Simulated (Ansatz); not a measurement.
**How the lattice parameter c of GeRh (model structure, started from the NiAs type, P6₃/mmc, No. 194, 4 atoms in the cell) moves with the method**

No measured value is used here.

```tsv
level (code)	value (Å)
PBE (Ansatz)	5.588
PBEsol (Ansatz)	…
PBE-D3(BJ) (Ansatz)	5.550
```

Question: Complete the blanks.

Answer: 
- PBEsol (Ansatz, a program for electronic structure), value (Å): 5.520

Ansatz's density-functional and Hartree–Fock values are scalar-relativistic unless marked +SOC, with PAW data made under PBE.

A model structure was made by putting elements into a prototype or built by hand; it is no filed structure, need not be a known phase, and can be a saddle point held by its symmetry.
